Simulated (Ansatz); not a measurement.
By PBEsol, the system below comes out a metal.

Here is the system:

```
TiB2
1.0
    3.22877     0.00000     0.00000
    0.00000     5.24106     0.00000
    0.00000     2.62053     1.51296
Ti B
1 2
Direct
  0.00000   0.00000   0.00000
  0.50000   0.66667   0.00000
  0.50000   0.33333   0.00000
```

The cell is taken as given; by PBEsol it stands under a pressure of -4.6 GPa.

The current flows along the normal of the first two printed cell vectors, the (110) plane of the conventional cell. No spin-orbit coupling; the value is a mean over 0.1 eV about the Fermi level.

Problem. Estimate the ballistic conductance per area that PBEsol (Ansatz, a first-principles code) returns for this system.

Solution. 0.33 × 10¹⁵ S/m² for both spins.
